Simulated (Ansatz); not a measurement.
Base system: CsPbBr₃ in the cubic perovskite structure (space group Pm-3m, No. 221; a = 6.0028 Å).

The values are results of PBE/PAW in Ansatz (a first-principles code), no spin-orbit coupling, not measurements.

Before the change:

```
Quantity                                            Result
-----------------------------  ---------------------------
Electron mass                  0.091, 0.84, 0.84 mₑ (at R)
Band gap                                           1.78 eV
Width of the top valence band                      1.66 eV
```

The change: an isotropic linear strain of +2.40 %, atoms relaxed at fixed cell.

Q: What does the calculation give for the electron mass, band gap, width of the top valence band and energy relative to the base after the change?

A: The electron mass (degenerate bands, along [100]) goes from 0.091, 0.84, 0.84 mₑ (at R) to 0.10, 0.93, 0.93 mₑ (at R); the band gap rises by 0.21 eV, from 1.78 eV to 1.99 eV; the width of the top valence band shrinks by 0.397 eV, from 1.66 eV to 1.27 eV; the energy goes up by 12 meV/atom.

With Pb present, leaving out spin-orbit coupling can change the band edges. Effective masses come from finite differences of ±0.01 Å⁻¹. No phonon test of stability was made. Many cubic perovskites are stable only at high temperature; tilts and polar distortions were not tested. This is not the structure that CsPbBr3 has at room temperature and ambient pressure.
